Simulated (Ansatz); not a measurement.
Functionals compared on the (10-10) surface of hcp Sc in its 1x1 cell, outermost plane spacing 0.96 Å in the ideal cut, in Ansatz (plane waves, PAW). The structure was relaxed with PBE; the other rows are single points on it, each with its references at the same level. Cutoff 420 eV (500 eV for r2SCAN).

Model: 8-atom slab, 9.6 Å thick at the start (thin: gaps and levels are the slab's own), 11x7x1 mesh, Fermi-Dirac 0.1 eV, dipole correction, all atoms relaxed; held to the start's symmetry, so lower structures may exist; no spin, no spin-orbit, no U. These notes are the PBE run's.

| functional | surface energy (J/m²) | work function of the top face (eV) | rough cost of the single point |
|---|---|---|---|
| PBE | 1.20 | 3.47 | – |
| LDA | 1.34 | 3.62 | very roughly 50 core-seconds |
| PBEsol | 1.30 | 3.51 | about 50 core-seconds (a rough figure) |
| RPBE | 1.12 | 3.38 | roughly 60 core-seconds |
| r2SCAN | 1.29 | 3.56 | roughly 100 core-seconds |

Ansatz is a quantum-chemistry and plane-wave program.
